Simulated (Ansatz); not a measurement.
Partial pair distribution functions of a relaxed model of amorphous Mo₁₄S₄₂, broadened by 0.06 Å; density 3.62 g/cm³. Calculation: PBE-D3(BJ), scalar-relativistic without spin-orbit coupling (plane waves to 420 eV, PAW; Ansatz, a quantum-chemistry and plane-wave program).

A CHGNet melt-quench gave the starting glass, which DFT then relaxed. The hot cell started wider than the set density and was brought back towards it in steps. It is the lowest in DFT energy of 4 quenches. It is a model cell: composition and starting density were chosen by hand, and all elements were melted together. The geometry includes D3(BJ) dispersion. Its density started from a set value of 3.65 and ended at 3.62 g/cm³. The simulated quench (nominally 70 K/ps over its main leg) is rapid and tends to freeze in more defects than a deposited or slowly cooled glass has. A cell of this size samples the disorder only roughly. Volume and shape were free in the relaxation. On a 2×2×2 Γ-centred mesh force components of up to 0.14 eV/Å stay, since the relaxation ran on one k-point at (1/4, 1/4, 1/4).

```tsv
r (Å)	g Mo-S	g Mo-Mo	g S-S
1.85	0.00	0.00	0.02
1.95	0.00	0.00	0.63
2.05	0.00	0.00	1.93
2.15	0.22	0.00	0.61
2.25	2.13	0.00	0.16
2.35	7.54	0.00	0.05
2.45	9.66	0.02	0.00
2.55	4.32	0.54	0.01
2.65	0.69	2.16	0.10
2.75	0.11	5.53	0.21
2.85	0.01	3.04	0.45
2.95	0.02	3.54	0.96
3.05	0.11	4.08	1.65
3.15	0.04	2.18	2.12
3.25	0.01	1.31	1.84
3.35	0.19	0.82	2.19
3.45	0.32	0.89	1.99
3.55	0.23	1.19	1.56
3.65	0.24	0.44	1.42
3.75	0.49	0.02	1.02
3.85	0.80	0.00	1.19
3.95	0.77	0.03	1.13
4.05	0.80	0.32	0.78
4.15	0.92	0.24	0.79
4.25	0.73	0.09	0.78
4.35	0.74	0.43	0.80
4.45	0.95	0.82	0.69
4.55	1.15	0.94	0.98
4.65	1.11	0.37	0.95
4.75	1.44	0.28	1.14
4.85	1.64	0.20	0.95
4.95	1.44	0.59	0.76
5.05	1.46	0.89	0.70
5.15	1.37	0.63	0.81
5.25	1.23	0.75	0.92
```

Within 2.82 Å each Mo has 6.21 S neighbours on average.
